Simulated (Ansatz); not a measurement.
Base system: HfC in the rock salt structure (space group Fm-3m, No. 225; a = 4.6406 Å; relaxed with 0.1 eV smearing). Axes: x, y, z lie along the cube axes.

The values are results of Ansatz (a program for electronic structure) r2SCAN, without spin-orbit coupling, not measurements.

It is then changed as follows: the symmetric strain tensor [-0.0069 0.0041 0.0038; 0.0041 -0.0206 0.0038; 0.0038 0.0038 0.0108]; the atoms relax in the strained cell.

### Question
What does the calculation give for the energy relative to the base after the change?

### Answer
The energy rises by 13 meV/atom.

### Question
What happens to the stress?

### Answer
The stress (xx, yy, zz, yz, xz, xy; compression positive) is (4.9, 11.5, -2.4, -1.5, -1.4, -1.6) GPa.

Stability against distortions was not tested. All final runs are without spin polarisation.
